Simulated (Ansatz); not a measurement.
# ZnS under a change: Zn → Cd

Consider ZnS in the zinc blende structure (space group F-43m, No. 216; a = 5.357 Å).

The change: full substitution Zn → Cd, then cell and atoms are relaxed.

Calculations: Ansatz (an electronic-structure program) PBEsol, scalar-relativistic without spin-orbit coupling, earlier PAW set. k-mesh 10×10×10 (Γ-centred); smearing 0.05 eV (Fermi–Dirac), for the changed cell.

- Density = 4.86 g/cm³ (base 4.21 g/cm³)
- Lattice parameter a = 5.825 Å (base 5.357 Å)
- Space group = F-43m (No. 216) (base F-43m (No. 216))
- Shortest interatomic distance = 2.522 Å (base 2.320 Å)
- Band gap = 1.01 eV (base 2.08 eV)
- Gap character = direct at Γ (base direct at Γ)
- Width of the top valence band = 2.24 eV (base 2.86 eV)
- Electron mass = 0.11 mₑ (at Γ) (base 0.17 mₑ (at Γ))
- Hole mass (degenerate bands, along [100]) = 0.12, 0.75, 0.75 mₑ (at Γ) (base 0.18, 0.66, 0.66 mₑ (at Γ))

Final structure:

```
CdS
1.0
    0.00000     2.91239     2.91239
    2.91239     0.00000     2.91239
    2.91239     2.91239     0.00000
S Cd
1 1
Cartesian
  4.36859   4.36859   4.36859
  0.00000   0.00000   0.00000
```

Masses are band curvatures over ±0.01 Å⁻¹ around the edge. No phonon test of stability was made.
